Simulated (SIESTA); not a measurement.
**Input and output of a self-consistent single point for YPO4 (I4_1/amd, 12 atoms in the cell) (SIESTA)**

Method of the run: LDA PW92, numerical atomic orbitals DZP, PseudoDojo LDA standard norm-conserving potentials (rewritten from UPF to PSML) in SIESTA.

Input as run:

```
# files in the folder: Y.psml P.psml O.psml (PseudoDojo LDA standard)
SystemName  YPO4
SystemLabel siesta

NumberOfAtoms                12
NumberOfSpecies              3
%block ChemicalSpeciesLabel
  1 39 Y
  2 15 P
  3 8 O
%endblock ChemicalSpeciesLabel
LatticeConstant              1.0 Ang
%block LatticeVectors
    -3.447350000    3.447350000    3.013800000
     3.447350000   -3.447350000    3.013800000
     3.447350000    3.447350000   -3.013800000
%endblock LatticeVectors
AtomicCoordinatesFormat      Bohr
%block AtomicCoordinatesAndAtomicSpecies
     0.000000000    6.514547356    2.847628297  1
     0.000000000    0.000000000    0.000000000  1
     0.000000000    0.000000000    5.695256594  2
     6.514547356    0.000000000    2.847628297  2
     6.514547356    4.238364510   -1.813369700  3
     8.790730202    0.000000000    1.034258598  3
     0.000000000    2.276182846    3.881886895  3
     4.238364510   -0.000000000    1.034258598  3
     6.514547356    2.276182846    4.660997997  3
     2.276182846    0.000000000    7.508626294  3
     6.514547356   -2.276182846    4.660997997  3
     4.238364510    6.514547356    1.813369700  3
%endblock AtomicCoordinatesAndAtomicSpecies

XC.functional                LDA
XC.authors                   PW92
PAO.BasisSize                DZP
PAO.EnergyShift              0.01 Ry
MeshCutoff                   350 Ry
%block kgrid.MonkhorstPack
    5   0   0  0.0
    0   5   0  0.0
    0   0   5  0.0
%endblock kgrid.MonkhorstPack
OccupationFunction           MP
OccupationMPOrder            1
ElectronicTemperature        136.0 meV

MaxSCFIterations             150
SCF.Mixer.Method             Pulay
SCF.Mixer.Weight             0.25
SCF.Mixer.History            6
SCF.DM.Tolerance             1.0E-05
Diag.ParallelOverK           true
WriteForces                  true
```

Output, abridged:

```
reinit: Reading from file input.fdf

reinit: System Name: YPO4
reinit: System Label: siesta

coor:   Atomic-coordinates input format  =     Cartesian coordinates
coor:                                            (in Bohr units)

siesta: Atomic coordinates (Bohr) and species
siesta:      0.00000   6.51455   2.84763  1        1
siesta:      0.00000   0.00000   0.00000  1        2
siesta:      0.00000   0.00000   5.69526  2        3
siesta:      6.51455   0.00000   2.84763  2        4
siesta:      6.51455   4.23836  -1.81337  3        5
siesta:      8.79073   0.00000   1.03426  3        6
siesta:      0.00000   2.27618   3.88189  3        7
siesta:      4.23836  -0.00000   1.03426  3        8
siesta:      6.51455   2.27618   4.66100  3        9
siesta:      2.27618   0.00000   7.50863  3       10
siesta:      6.51455  -2.27618   4.66100  3       11
siesta:      4.23836   6.51455   1.81337  3       12

siesta: System type = bulk

initatomlists: Number of atoms, orbitals, and projectors:     12   168   176

siesta: ******************** Simulation parameters ****************************
redata: Spin configuration                          = none
redata: Time-Reversal Symmetry                      = T
redata: Number of Atomic Species                    =        3
redata: Mesh Cutoff                                 =   350.0000 Ry
redata: Net charge of the system                    =     0.0000 |e|
redata: Min. number of SCF Iter                     =        0
redata: Max. number of SCF Iter                     =      150
redata: SCF convergence failure will abort job
redata: SCF mix quantity                            = Hamiltonian
redata: Mix DM or H after convergence               =   F
redata: Recompute H after scf cycle                 =   F
redata: Mix DM in first SCF step                    =   T
redata: No kicks to SCF
redata: DM Mixing Weight for Kicks                  =     0.5000
   [... lines left out ...]
diag: Used triangular part                          = Lower
diag: Absolute tolerance                            =  0.100E-15
diag: Orthogonalization factor                      =  0.100E-05
diag: Memory factor                                 =  1.0000

superc: Internal auxiliary supercell:     5 x     5 x     5  =     125
superc: Number of atoms, orbitals, and projectors:   1500  21000  22000

                        Single-point calculation

superc: Internal auxiliary supercell:     5 x     5 x     5  =     125
superc: Number of atoms, orbitals, and projectors:   1500  21000  22000

outcell: Unit cell vectors (Ang):
       -3.447350    3.447350    3.013800
        3.447350   -3.447350    3.013800
        3.447350    3.447350   -3.013800

outcell: Cell vector modules (Ang)   :    5.731617    5.731617    5.731617
outcell: Cell angles (23,13,12) (deg):    106.0506    106.0506    116.5531
outcell: Cell volume (Ang**3)        :    143.2667
new_DM -- step:     1
Initializing Density Matrix...

Attempting to read DM from file... Failed...
DM filled with atomic data:

InitMesh: MESH = 60 x 60 x 64 = 230400
InitMesh: Mesh cutoff (required, used) =   350.000   418.604 Ry

stepf: Methfessel-Paxton step function
       Using Hermite-Gauss polynomials of order  1
        iscf     Eharris(eV)        E_KS(eV)     FreeEng(eV)     dDmax    Ef(eV) dHmax(eV)
   scf:    1    -6172.975902    -6200.970807    -6200.970807  1.705027 -4.479040  5.495061
   scf:    2    -6214.721145    -6209.148666    -6209.148666  0.069228 -5.402220  2.137702
   scf:    3    -6210.626317    -6210.225872    -6210.225872  0.048460 -6.123273  0.725951
   scf:    4    -6210.281167    -6210.259849    -6210.259849  0.031280 -6.534582  0.128686
   scf:    5    -6210.265997    -6210.263479    -6210.263479  0.002488 -6.575140  0.049461
   scf:    6    -6210.263432    -6210.263862    -6210.263862  0.002908 -6.617664  0.033045
   scf:    7    -6210.264033    -6210.264098    -6210.264098  0.001305 -6.597372  0.011046
   scf:    8    -6210.264145    -6210.264127    -6210.264127  0.000238 -6.600631  0.004346
   scf:    9    -6210.264130    -6210.264129    -6210.264129  0.000118 -6.602483  0.000163
   scf:   10    -6210.264129    -6210.264129    -6210.264129  0.000004 -6.602533  0.000062
SCF Convergence by DM+H criterion
max |DM_out - DM_in|         :     0.0000044454
max |H_out - H_in|      (eV) :     0.0000624712
SCF cycle converged after 10 iterations

Using DM_out to compute the final energy and forces

siesta: E_KS(eV) =            -6210.2641

siesta: E_KS - E_eggbox =     -6210.2641

siesta: Atomic forces (eV/Ang):
     1    0.000116   -0.000116    0.000000
     2   -0.000116    0.000116   -0.000000
     3    0.000606   -0.000606   -0.000000
     4   -0.000606    0.000606   -0.000000
     5    0.000176   -0.572508   -0.665021
     6    0.571266   -0.000217   -0.664803
     7   -0.000217    0.571266   -0.664803
     8   -0.572509    0.000176   -0.665021
     9   -0.000176    0.572509    0.665021
    10    0.572509   -0.000176    0.665021
    11    0.000217   -0.571266    0.664803
    12   -0.571266    0.000217    0.664803
   Tot   -0.000000   -0.000000   -0.000000
   Max    0.665021
   Res    0.413431    sqrt( Sum f_i^2 / 3N )
   Max    0.665021    constrained

Stress tensor Voigt[x,y,z,yz,xz,xy] (kbar):       41.85       41.85       36.35       -0.00       -0.00       -0.02
(Free)E + p*V (eV/cell)    -6213.8421
Target enthalpy (eV/cell)    -6210.2641

siesta: Program's energy decomposition (eV):
siesta: Ebs     =     -1455.125464
siesta: Eions   =      9425.873148
siesta: Ena     =      1729.048026
siesta: Ekin    =      3238.112254
siesta: Enl     =      -326.405915
siesta: Eso     =         0.000000
siesta: Edftu   =         0.000000
siesta: DEna    =        27.251549
siesta: DUscf   =         4.121293
siesta: DUext   =         0.000000
siesta: Ex      =     -1303.761461
siesta: Ec      =      -152.756727
siesta: Exc     =     -1456.518188
siesta: Eharris =     -6210.264129
siesta: Etot    =     -6210.264129
siesta: FreeEng =     -6210.264129

siesta: Atomic forces (eV/Ang):
siesta:      1    0.000116   -0.000116    0.000000
siesta:      2   -0.000116    0.000116   -0.000000
siesta:      3    0.000606   -0.000606   -0.000000
siesta:      4   -0.000606    0.000606   -0.000000
siesta:      5    0.000176   -0.572508   -0.665021
siesta:      6    0.571266   -0.000217   -0.664803
siesta:      7   -0.000217    0.571266   -0.664803
siesta:      8   -0.572509    0.000176   -0.665021
siesta:      9   -0.000176    0.572509    0.665021
siesta:     10    0.572509   -0.000176    0.665021
siesta:     11    0.000217   -0.571266    0.664803
siesta:     12   -0.571266    0.000217    0.664803
siesta: ----------------------------------------
siesta:    Tot   -0.000000   -0.000000   -0.000000

siesta: Stress tensor (static) (eV/Ang**3):
siesta:     0.026118   -0.000011   -0.000001
siesta:    -0.000011    0.026118   -0.000001
siesta:    -0.000001   -0.000001    0.022687

siesta: Cell volume =        143.266673 Ang**3

siesta: Pressure (static):
siesta:                Solid            Molecule  Units
siesta:          -0.00027200         -0.00044096  Ry/Bohr**3
siesta:          -0.02497395         -0.04048693  eV/Ang**3
siesta:         -40.01267502        -64.86720571  kBar
```

The run converged in 10 iterations.

The starting cell comes from a database of published, mostly measured structures (it also holds non-ambient and calculated ones), without a prior relaxation at this level. Values carry the incompleteness of an atom-centred basis. With a pressure of about -4 GPa the cell is away from its equilibrium volume at this level.

Cost on one core of a shared machine: roughly 70 s.
